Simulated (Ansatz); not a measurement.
**HfGeO3 (model structure, started from the PbTiO3 type, P4mm, No. 99, 5 atoms in the cell): properties by level of theory**

| level (code) | lattice parameter a (Å) | c axis length (Å) | bulk modulus (GPa) | cohesive energy (eV/atom) | band gap (eV) |
|---|---|---|---|---|---|
| LDA (Ansatz) | 3.955 | 4.212 | 133 | 7.28 | 1.38 |
| PBEsol (Ansatz) | 3.996 | 4.246 | 124 | 6.61 | 1.39 |
| r²SCAN (Ansatz) | 4.015 | 4.251 | 127 | 6.18 | 1.66 |

Computed values are for a static lattice. Spin–orbit coupling is included only where a level's name says +SOC; with heavier elements it mostly lowers gaps and can invert bands.  Each level is taken at its own relaxed cell. Cutoffs differ between the levels. Ansatz's density-functional and Hartree–Fock values are scalar-relativistic unless marked +SOC, with PAW data made under PBE.

Caveats: the bulk modulus is −V dP/dV from two relaxed cells at ±2 % in volume (LDA, PBEsol, r²SCAN). Ansatz's density-functional and Hartree–Fock values are scalar-relativistic unless marked +SOC, with PAW data made under PBE.

Free atoms are spin-polarised, in the lowest state found; at levels without +SOC their spin–orbit coupling is left out.

Computed values are for the static lattice.

A model structure was made by putting elements into a prototype or built by hand; it is no filed structure, need not be a known phase, and can be a saddle point held by its symmetry.

Ansatz is a program for electronic structure.
